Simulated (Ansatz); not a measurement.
Consider this model of amorphous In₈Ga₈Zn₈O₃₂.

```xyz
56
Lattice="9.1276 0.0000 0.0000 0.0000 9.1276 0.0000 0.0000 0.0000 9.1276" Properties=species:S:1:pos:R:3 pbc="T T T"
In     3.6279     3.9660     1.6786
In     0.7524     2.3088     1.8874
In     4.6513     6.7739     3.5741
In     3.3017     1.2615     8.9372
In     1.1319     7.6142     7.8089
In     8.8867     1.5267     8.0058
In     6.5977     2.6943     1.8770
In     8.2931     3.2887     5.2375
Ga     4.3635     5.3824     6.9575
Ga     1.7565     8.0923     2.0092
Ga     0.4729     0.0103     4.7466
Ga     6.0619     5.9636     0.7528
Ga     2.2743     2.4119     6.0401
Ga     0.1375     5.4124     1.1364
Ga     6.2780     0.4828     4.5992
Ga     3.7733     0.9023     3.2004
Zn     5.7242     2.4578     7.5400
Zn     7.7325     5.0718     7.6418
Zn     8.0503     8.5927     2.1276
Zn     4.0737     8.5270     6.6495
Zn     8.0409     6.8482     5.1153
Zn     2.0110     5.7297     5.5655
Zn     4.7990     3.3822     4.8247
Zn     6.7103     8.7682     8.7743
O      1.5272     4.3606     1.8584
O      3.9815     5.4454     5.0168
O      8.3727     8.6525     7.6760
O      0.2380     5.8244     8.4394
O      4.3815     6.0082     1.6136
O      0.8249     0.3691     2.9405
O      6.3411     2.0966     5.4489
O      0.8565     7.4345     5.5247
O      2.6322     0.7522     6.9610
O      5.1694     0.4699     7.9874
O      6.5974     7.6606     1.2283
O      7.9304     1.2059     0.9283
O      5.2552     3.8685     3.0303
O      2.9340     1.8500     1.8544
O      3.3147     2.0371     4.5519
O      5.8410     5.8249     8.0051
O      0.2902     6.9810     2.1440
O      5.6089     0.8620     2.8900
O      3.0705     6.7660     7.1410
O      4.9551     2.8815     0.3273
O      1.2713     3.9850     5.7316
O      8.3145     2.8514     3.1896
O      7.6338     3.1065     7.4809
O      7.8243     8.5644     4.2545
O      2.1674     8.5270     0.2903
O      0.4009     1.5206     5.7804
O      1.3764     2.3579     8.9317
O      7.4609     5.2116     5.6205
O      5.2627     8.1281     5.1327
O      4.0903     3.5130     6.8136
O      7.4700     4.7438     1.0815
O      3.1814     8.2305     3.1879
```

The numbers are results of PBE, scalar-relativistic without spin-orbit coupling (plane waves to 420 eV, PAW; Ansatz, a program for electronic structure), not measurements.

It comes from a melt-quench run on a machine-learned potential (CHGNet), relaxed afterwards by DFT. O atoms were pushed apart under 1.9 Å during the dynamics, to hinder bonds among them. The hot cell started wider than the set density and was brought back towards it in steps. It is the lowest in DFT energy of 2 quenches. It is a model cell: composition and starting density were chosen by hand, and all elements were melted together. No dispersion term was used. Its density started from a set value of 5.47 and ended at 5.48 g/cm³. Cooling (nominally 340 K/ps over its main leg) ran many orders faster than in experiment, which tends to leave more defects and strain. Values belong to this one cell and scatter from quench to quench. The volume was free in the relaxation, at fixed shape. Stress components on the final sampling reach 2.1 GPa.

Neighbours within In-In 3.12 Å, In-Ga 2.90 Å, In-Zn 2.90 Å, In-O 2.58 Å, Ga-Ga 2.68 Å, Ga-Zn 2.68 Å, Ga-O 2.42 Å, Zn-Zn 2.68 Å, Zn-O 2.46 Å, O-O 1.58 Å count as bonded. Two cations that share two anions don't count as bonded, nor two that share one unless they lie closer than In-In 3.04 Å, In-Ga 2.82 Å, In-Zn 2.82 Å, Ga-Ga 2.61 Å, Ga-Zn 2.61 Å, Zn-Zn 2.61 Å.

Task: Give the coordination numbers, mean bond lengths and angles.

Result: 
The mean coordination of In by anions is 5.38 (1 with 4, 3 with 5, 4 with 6) and the mean coordination of Ga by anions comes out as 4.12 (7 with 4, 1 with 5). The mean coordination of Zn by anions is 4.25 (1 with 3, 4 with 4, 3 with 5) and the mean coordination of O is 3.44 (19 with 3, 12 with 4, 1 with 5). The mean In-O bond is 2.199 Å (spread 0.091 Å, 43 counted), the mean Zn-O bond is 2.054 Å (spread 0.112 Å, 34 counted) and the mean Ga-O bond is 1.898 Å (spread 0.081 Å, 33 counted). The bond angle at In comes out as mean 105.1°, spread 28.8°, the bond angle at Ga is mean 108.6°, spread 16.4° and the bond angle at Zn is mean 107.8°, spread 23.3°. The bond angle at O is mean 110.9°, spread 16.1°.

Task: List the pairs of like atoms that count as bonded by the rules above.

Result: There are none by these rules.
